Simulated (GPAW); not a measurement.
Troubleshooting GPAW: a failed run on Ag7NO11 (R3m, 19 atoms in the cell). The aim is a self-consistent single point with DFT PBEsol, plane waves, GPAW PAW datasets PBEsol (made by gpaw-setup).

Cell that was meant: a = 7.0331 Å, b = 7.0331 Å, c = 7.0331 Å, α = 61.94°, β = 61.94°, γ = 61.94°.

Part of the input:

```python
                                [0.856150, 0.856150, 0.417550],
                                [0.417550, 0.856150, 0.856150],
                                [0.856150, 0.417550, 0.856150],
                                [0.862290, 0.862290, 0.862290]])

calc = GPAW(mode=PW(900),
            xc='PBEsol',
```

Log, with long lists cut:

```
Input parameters:
  convergence: {forces: 0.001}
  kpts: [3 3 3]
  maxiter: 120
  mode: {ecut: 900.0000000000001,
         name: pw}
  nbands: -23
  occupations: {name: marzari-vanderbilt,
                width: 0.2}
  symmetry: {symmorphic: False,
             tolerance: 0.0005}
  xc: PBEsol

species:
  Ag:
    name: Silver
    Z: 47.0
    valence: 17
    core: 30
    charge: 0.0
    file: Ag.PBEsol.gz

    # Using partial waves for Ag as LCAO basis

  N:
    name: Nitrogen
    Z: 7.0
    valence: 5
    core: 2
    charge: 0.0
    file: N.PBEsol.gz

    # Using partial waves for N as LCAO basis

  O:
    name: Oxygen
    Z: 8.0
    valence: 6
    core: 2
    charge: 0.0
    file: O.PBEsol.gz

    # Using partial waves for O as LCAO basis

Reference energy: -1035552.379430  # eV

Spin-paired calculation

Convergence criteria:
 Maximum [total energy] change in last 3 cyles: 0.0005 eV / valence electron
 Maximum integral of absolute [dens]ity change: 0.0001 electrons / valence electron
 Maximum integral of absolute [eigenst]ate change: 4e-08 eV^2 / valence electron
 Maximum change in the atomic [forces] across last 2 cycles: 0.001 eV/Ang OR
Maximum error relative to the maximum force is below inf
 Maximum number of scf [iter]ations: 120

Traceback (most recent call last):
   [... frames left out ...]
ValueError: K-points can only be used with PBCs!
```

**Question.** Read the log: what does the program object to, and what is the fix?

**Answer.** The fault is periodic boundary conditions left out; here the program stops on it instead of giving results. To fix it, switch periodicity on. The program stopped before any SCF iteration.

An input that runs soundly differs in these lines (not the only fix; some lines may just follow from the change or write a value another way):
```diff
-                                [0.862290, 0.862290, 0.862290]])
+                                [0.862290, 0.862290, 0.862290]],
+              pbc=True)
```

With that input, the run converged in 26 iterations: free energy E − TS (from the program's reference atoms) -95.3826 eV; Fermi level (on the code's own zero) 4.06 eV; largest force (vector length) 0.559 eV/Å (DFT PBEsol, plane waves, GPAW PAW datasets PBEsol (made by gpaw-setup)).

On the sound input: the starting cell comes from a database of computed structures (which also holds hypothetical and non-ambient phases and stackings), without a prior relaxation at this level. The run gives no clean gap (levels at the Fermi energy touch, overlap or are partly filled at this smearing), which alone does not show that the compound is a metal.
